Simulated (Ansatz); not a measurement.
The parent structure is MgS in the rock salt structure (space group Fm-3m, No. 225; a = 5.129 Å).

All numbers come from Kohn–Sham DFT with the LDA functional, run in Ansatz (a first-principles code) with PAW and 420 eV plane waves, without spin-orbit coupling.

Before the change:

| Property | Result |
|---|---|
| Electron mass | 0.53 mₑ along k, 0.28 mₑ across (at X) |

The change: the cell is scaled by 1.0200 in all directions, atoms relaxed at fixed cell.

Question: Estimate the effect on the mean gap deformation potential ΔEg/Δln V and electron mass.

Answer: The mean gap deformation potential ΔEg/Δln V is -2.1 eV; the electron mass becomes 0.52 mₑ along k, 0.28 mₑ across (at X) (base: 0.53 mₑ along k, 0.28 mₑ across (at X)).

The cells carry an imposed strain or load. Effective masses come from finite differences of ±0.01 Å⁻¹. Along k means along the line from Γ to the band edge. No phonon test of stability was made.
